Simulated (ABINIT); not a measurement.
Short convergence ladders for Sb (R-3m, 2 atoms in the cell)

```xyz
2
Lattice="3.9771 -2.1658 0.0000 3.9771 2.1658 0.0000 2.7977 0.0000 3.5610" Properties=species:S:1:pos:R:3 pbc="T T T"
Sb     2.5581     0.0000     0.8472
Sb     8.2414     0.0000     2.7295
```

Base method: PBEsol, norm-conserving pseudopotentials (PseudoDojo nc-sr-04 PBEsol standard) (plane waves; ABINIT 10.0.3).

Base settings: pseudos = [Sb.upf]; ecut = 40 Ha; occopt = 3; tsmear = 0.00367493 Ha; ngkpt = 3 3 3; nshiftk = 1; shiftk = 0 0 0; potentials = PseudoDojo nc-sr-04 PBEsol standard; nband = 21; kptopt = 2.

The count of work is k-points × plane waves × bands × iterations; it is no time. 

**The plane-wave cutoff**

The second cell is the first with its lattice scaled by 0.98.

The mesh stays at the base's, so the ladder's end is converged at best in this setting alone.

Only quantities that move along the ladder and can be compared are tabulated; the gap is left out on so coarse a mesh.

| ecut | free energy less the last step's (meV/atom) | energy of the compressed cell less the first (meV/atom) | pressure (GPa) | largest difference of a force vector from the last step's (eV/Å) | count of work / last |
|---|---|---|---|---|---|
| 14 Ha | 101885.72 | -102.77 | -1103.42 | 0.121 | 0.10 |
| 18 Ha | 38313.25 | 221.20 | -642.42 | 0.078 | 0.15 |
| 22 Ha | 11872.05 | -75.74 | -293.76 | 0.012 | 0.21 |
| 28 Ha | 1270.18 | 8.08 | -53.33 | 0.001 | 0.30 |
| 36 Ha | 19.40 | 13.72 | -2.30 | 0.001 | 0.43 |
| 40 Ha | 1.08 | 13.37 | -0.82 | 0.000 | 0.54 |
| 60 Ha | 0.00 | 13.35 | -0.72 | 0.000 | 1.0 |

Coarsest ecut that holds the forces within 0.01 eV/Å of the last step, with all finer ones: 28 Ha, at 0.30 of the last step's count of work; the step before is off by 0.012 eV/Å.

Coarsest ecut that holds the free energy within 5 meV/atom of the last step, with all finer ones: 40 Ha; the step before is off by 19 meV/atom.

Coarsest ecut that holds the pressure within 0.5 GPa of the last step, with all finer ones: 40 Ha; the step before is off by 1.6 GPa.

At the lowest cutoff the pressure lies 1100 GPa under the last step's, the usual sign of Pulay stress in an incomplete plane-wave basis.

**The cutoff for other potential files**

Level: DFT, PBEsol, plane waves, PAW (JTH v2.0 PBE PAW, sp files where given, files made for PBE).

In this ladder: pseudos = [Sb.GGA_PBE-JTH_sp.xml]; nband = 10; potentials = JTH v2.0 PBE PAW, sp files where given; pawxcdev = 0; ixc = -116133. Moved along: pawecutdg.

The second cell is the first with its lattice scaled by 0.98.

The mesh stays at the base's, so the ladder's end is converged at best in this setting alone.

Only quantities that move along the ladder and can be compared are tabulated; the gap is left out on so coarse a mesh.

| ecut | free energy less the last step's (meV/atom) | energy of the compressed cell less the first (meV/atom) | pressure (GPa) | largest difference of a force vector from the last step's (eV/Å) | count of work / last |
|---|---|---|---|---|---|
| 9.5 Ha | 15.94 | 19.71 | -0.34 | 0.016 | 0.10 |
| 12 Ha | 7.75 | 18.31 | -0.46 | 0.001 | 0.14 |
| 15 Ha | 2.77 | 17.62 | -0.46 | 0.001 | 0.20 |
| 21 Ha | 1.18 | 17.42 | -0.44 | 0.002 | 0.33 |
| 32 Ha | 0.13 | 17.26 | -0.44 | 0.000 | 0.67 |
| 42 Ha | 0.00 | 17.24 | -0.44 | 0.000 | 1.0 |

Coarsest ecut that holds the forces within 0.01 eV/Å of the last step, with all finer ones: 12 Ha, at 0.14 of the last step's count of work; the step before is off by 0.016 eV/Å.

Coarsest ecut that holds the energy of the compressed cell less the first within 0.5 meV/atom of the last step, with all finer ones: 15 Ha, at 0.20 of the last step's count of work; the step before is off by 1.1 meV/atom.

Coarsest ecut that holds the pressure within 0.05 GPa of the last step, with all finer ones: 12 Ha, at 0.14 of the last step's count of work; the step before is off by 0.10 GPa.

The energy difference between the two cells stays within 1 meV/atom of the last step's from 15 Ha on, the total only from 32 Ha on: much of the error is common to both cells and cancels.

On the base run: the starting cell has typed, rounded lattice constants, without a prior relaxation at this level. Its lattice was rescaled by up to half a per cent. One atom was moved a little off its site on purpose.
